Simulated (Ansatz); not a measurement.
**Response to strain in BeS**

Consider BeS in the zinc blende structure (space group F-43m, No. 216).

```
BeS
1.0
    0.00000     2.43431     2.43431
    2.43431     0.00000     2.43431
    2.43431     2.43431     0.00000
Be S
1 1
Direct
  0.00000   0.00000   0.00000
  0.25000   0.25000   0.25000
```

Cartesian axes are those of the cell as printed.

Strains are applied to the cell and any free atomic positions relax; under biaxial strain the out-of-plane vector relaxes too.

All numbers come from r2SCAN, PAW, 500 eV (Ansatz, a quantum-chemistry and plane-wave program; no spin-orbit coupling).

Candidates:
(a) biaxial strain −1.67 %, plane normal [111], relaxed out of plane
(b) biaxial strain −2.50 %, plane normal [111], relaxed out of plane
(c) biaxial strain −1.25 %, plane normal [111], relaxed out of plane
(d) biaxial strain −2.08 %, plane normal [111], relaxed out of plane

Question: Order them by out-of-plane strain, lowest first.

Answer: (c) biaxial strain −1.25 %, plane normal [111], relaxed out of plane (+0.46 %), (a) biaxial strain −1.67 %, plane normal [111], relaxed out of plane (+0.62 %), (d) biaxial strain −2.08 %, plane normal [111], relaxed out of plane (+0.78 %), (b) biaxial strain −2.50 %, plane normal [111], relaxed out of plane (+0.94 %)

Stability against distortions was not tested.
